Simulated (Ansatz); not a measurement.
Take Ti in the hcp (Mg type) structure (space group P6_3/mmc, No. 194; a = 2.9364 Å, c = 4.6402 Å; relaxed with 0.1 eV smearing) as the base.

Calculations: DFT with r2SCAN, PAW potentials and a 500 eV plane-wave cutoff in Ansatz (an electronic-structure program), without spin-orbit coupling.

Strains are applied to the cell and any free atomic positions relax.

One change was made to it. Results:

| quantity | base | after |
|---|---|---|
| pressure (mean of the normal stresses, compression positive) | 0.0 GPa | -3.3 GPa |
| energy relative to the base (free energy F) | 0 meV/atom | +5.5 meV/atom |
| band gap | zero | zero |

### Question
Name the change that was made.
A. isotropic strain +2.00 %
B. isotropic strain +2.50 %
C. isotropic strain +3.00 %
D. isotropic strain +1.00 %
E. isotropic strain +1.50 %

### Answer
D, isotropic strain +1.00 %. For comparison, the energy relative to the base in the other runs: isotropic strain +1.50 % gives +12 meV/atom; isotropic strain +3.00 % gives +47 meV/atom; isotropic strain +2.00 % gives +22 meV/atom; isotropic strain +2.50 % gives +33 meV/atom.

No phonon test of stability was made. All final runs are without spin polarisation.
